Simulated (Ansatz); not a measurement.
Coverage and cell size: Cl on the 1x1 (110) surface of bcc Mo, one adsorbate a cell, in each cell the lowest of the starts that converged. Energies against ½ Cl2(g), without dispersion, zero-point or thermal terms; small cells hold the layer to their symmetry. A negative adsorption energy means that the adsorbate is more stable on the surface than in its reference.

Calculation: PBE (plane waves to 420 eV, PAW; Ansatz, a first-principles code).

| area an adsorbate, end state | atoms | E_ads (eV) | height (Å) | Δ work function (eV) | rough cost |
|---|---|---|---|---|---|
| 7 Å², bonded to 3 Mo | 5 | [?] | 1.89 | -0.38 | roughly 30 core-seconds |
| 14 Å², bonded to 3 Mo | 9 | -2.21 | 1.87 | -0.30 | around 6 core-minutes (rough) |
| 28 Å², bonded to 3 Mo | 17 | -2.83 | 1.94 | [?] | about 4 core-minutes (a rough figure) |

Task: Some entries are withheld; supply them.

Result: 
- 7 Å², bonded to 3 Mo, E_ads (eV): -1.36
- 28 Å², bonded to 3 Mo, Δ work function (eV): -0.14
